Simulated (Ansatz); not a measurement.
## Electron-phonon data for W (Im-3m)

```xyz
1
Lattice="-1.5774 1.5774 1.5774 1.5774 -1.5774 1.5774 1.5774 1.5774 -1.5774" Properties=species:S:1:pos:R:3 pbc="T T T"
W      0.0000     0.0000     0.0000
```

Computed with PBEsol, DFPT electron-phonon coupling, linearised Boltzmann equation (plane waves, PAW, scalar-relativistic; Ansatz, an electronic-structure program). Geometry: relaxed with this functional, without spin-orbit coupling.

The resistivity at 300 K comes out as 5.2 μΩ·cm and the resistivity times mean free path for one path shared by all states (from the Fermi surface's area) is 8.0 ×10⁻¹⁶ Ω·m². The drude plasma energy is 7.8 eV. The Hall coefficient at 300 K is 14.9 ×10⁻¹¹ m³/C.

A metal at this level (no band gap). Only scattering by harmonic phonons is included (no impurities, grain boundaries, electron-electron scattering or thermal expansion). Spin-orbit coupling is left out, which matters with elements this heavy. The squared frequency of the phonon mode least converged on the k mesh is uncertain by 20 %. The run warned that the eigensolver left some states short of its tolerance. Halving the electron mesh (28x28x28) moves the resistivity by up to 8 % at 300 K. Smearing 0.20 eV; phonons on a 6x6x6 q mesh, which this run doesn't test and which matters most at low temperature.
